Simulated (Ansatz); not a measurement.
Ge3N4 (P6₃/m, No. 176; cell taken from a computed entry) was calculated with LDA (Ansatz, a first-principles code, PAW).

Run with plane-wave cutoff 520 eV, 6×6×12 k mesh (along the axes of the cell as run), scalar-relativistic PAW data made under PBE.

Cell (relaxed at this level):

Ge₃N₄ is modelled in the hexagonal space group P6₃/m (No. 176), Pearson symbol hP14. Lattice parameters: a = b = 7.9913 Å, c = 3.0594 Å, α = β = 90.00°, γ = 120.00°. Ge on 6h is coordinated by 4 N at 1.820–1.835 Å (tetrahedral). N1 on 2c is coordinated by 3 Ge at 1.820 Å (trigonal planar). N2 on 6h has 3 Ge at 1.825–1.835 Å (trigonal planar). (Neighbours: up to the widest gap in distance over summed covalent radii, below 1.35, at either atom.)

Give the computed Voigt–Reuss–Hill bulk modulus, Voigt–Reuss–Hill shear modulus (Hill average), Young modulus and Poisson ratio.


* **Voigt–Reuss–Hill bulk modulus**: 199 GPa
* **Voigt–Reuss–Hill shear modulus (Hill average)**: 83.3 GPa
* **Young modulus**: 219 GPa
* **Poisson ratio**: 0.316

Note: the relaxation could not lower the start's symmetry, so the cell can be a saddle point above a distorted one.

Elastic constants are with the ions relaxed.

Computed values are for the static lattice.

Cost on a shared machine: very roughly 2.9 core-hours.
